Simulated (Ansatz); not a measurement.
Start from GaP in the zinc blende structure (space group F-43m, No. 216).

```
CELL_PARAMETERS angstrom
      0.00000     2.71923     2.71923
      2.71923     0.00000     2.71923
      2.71923     2.71923     0.00000
ATOMIC_POSITIONS crystal
  P  0.75000 0.75000 0.75000
  Ga 0.00000 0.00000 0.00000
```

The values are results of PBEsol/PAW in Ansatz (a quantum-chemistry and plane-wave program), no spin-orbit coupling, not measurements.

For the base:

| Item | Result |
|---|---|
| Band gap | 1.45 eV |
| Gap character | indirect, Γ → Γ–X (87 % along) |
| Volume per atom | 20.11 Å³ |

It is then changed as follows: full substitution P → As, then cell and atoms are relaxed.

Tabulated Pauling electronegativity and covalent radius: P 2.19, 1.07 Å; As 2.18, 1.19 Å.

Estimate the effect on the band gap, gap character and volume per atom.

The band gap falls by 1.03 eV to 0.42 eV; the gap character changes from indirect, Γ → Γ–X (87 % along) to direct at Γ; the volume per atom grows by 2.546 Å³ (20.11 Å³ → 22.65 Å³).

Stability against distortions was not tested.
